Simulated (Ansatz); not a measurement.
The reference is InSb in the zinc blende structure (space group F-43m, No. 216).

```
InSb
1.0
    0.00000     3.22485     3.22485
    3.22485     0.00000     3.22485
    3.22485     3.22485     0.00000
In Sb
1 1
Direct
  0.00000   0.00000   0.00000
  0.25000   0.25000   0.25000
```

Cartesian axes are those of the cell as printed.

Computed with LDA (Ansatz, an electronic-structure program, PAW, without spin-orbit coupling).

Strains are applied to the cell and any free atomic positions relax.

One change was made to it. Results:

The energy goes up by 1.5 meV/atom; the pressure (mean of the normal stresses, compression positive) goes from zero to -0.7 GPa.

Task: What was done to the base?
(A) uniaxial strain ε_zz = +2.50 %
(B) uniaxial strain ε_zz = −0.50 %
(C) uniaxial strain ε_zz = +3.00 %
(D) uniaxial strain ε_zz = +1.50 %
(E) uniaxial strain ε_zz = +0.50 %

Result: D, uniaxial strain ε_zz = +1.50 %. For comparison, the energy relative to the base in the other runs: uniaxial strain ε_zz = +0.50 % gives +0.2 meV/atom; uniaxial strain ε_zz = +3.00 % gives +6.1 meV/atom; uniaxial strain ε_zz = +2.50 % gives +4.2 meV/atom; uniaxial strain ε_zz = −0.50 % gives +0.2 meV/atom.

Whether these cells are dynamically stable was not tested. All final runs are without spin polarisation. Gaps under 0.05 eV, about the width of the smearing, are given as zero.
